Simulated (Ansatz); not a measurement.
```
CELL_PARAMETERS angstrom
     13.50000     0.00000     0.00000
      0.00000    13.50000     0.00000
      0.00000     0.00000     4.78539
ATOMIC_POSITIONS crystal
  Mg 0.41844 0.41844 0.00000
  S  0.39472 0.39472 0.50000
  S  0.39472 0.60528 0.00000
  Mg 0.41844 0.58156 0.50000
  S  0.60528 0.39472 0.00000
  Mg 0.58156 0.41844 0.50000
  Mg 0.58156 0.58156 0.00000
  S  0.60528 0.60528 0.50000
```

Levels: PBE (plane waves to 420 eV, PAW; Ansatz, a first-principles code); r2SCAN (plane waves to 500 eV, PAW; Ansatz); HSE06 run with Ansatz. Unmarked values and the geometry are of the first. Mesh 1×1×62. No spin polarisation. One-dimensional cell, images about 11 Å apart. A hypothetical model. Symmetry and one short period hold its shape; lower forms weren't sought. On relaxing, bonds broke or formed, so the name tells the start alone. HSE06 ran on a 1×1×4 mesh and at PBE's edge points. Buckling under compression is shut out by symmetry and the short period.

**Question.** Give the properties of this body.

**Answer.** 
- largest distance between nuclei across the axis = 4.02 Å
- PBE gap = 3.26 eV, direct at Γ
- electron mass along the axis (PBE) = 0.32 mₑ
- hole mass along the axis (PBE) = 0.95 mₑ
- valence and conduction edges under the vacuum level (PBE) = 5.70 and 2.45 eV
- r2SCAN gap at this geometry = 3.95 eV
- HSE06 gap at this geometry = 4.27 eV
- axial stiffness dF/dε = 63 nN
